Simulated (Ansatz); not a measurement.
Base system: Ti in the hcp (Mg type) structure (space group P6_3/mmc, No. 194; a = 2.8644 Å, c = 4.5373 Å; relaxed with 0.1 eV smearing). Axes: x lies along a and z along c of the hexagonal cell.

The values are results of LDA/PAW in Ansatz (a quantum-chemistry and plane-wave program), no spin-orbit coupling, not measurements.

Strains are applied to the cell and any free atomic positions relax.

One change was made to it. Results:

The energy goes up by 1.4 meV/atom; the pressure (mean of the normal stresses, compression positive) is still 0.0 GPa; the shortest interatomic distance drops by 0.033 Å to 2.774 Å.

Question: Name the change that was made.
A) tensor shear ε_xz = +2.00 %
B) tensor shear ε_xz = +0.86 %
C) tensor shear ε_xz = +0.57 %
D) tensor shear ε_xz = +1.43 %

Answer: D, tensor shear ε_xz = +1.43 %. For comparison, the shortest interatomic distance in the other runs: tensor shear ε_xz = +2.00 % gives 2.761 Å; tensor shear ε_xz = +0.86 % gives 2.788 Å; tensor shear ε_xz = +0.57 % gives 2.794 Å.

Whether these cells are dynamically stable was not tested. The final runs are not spin-polarised.
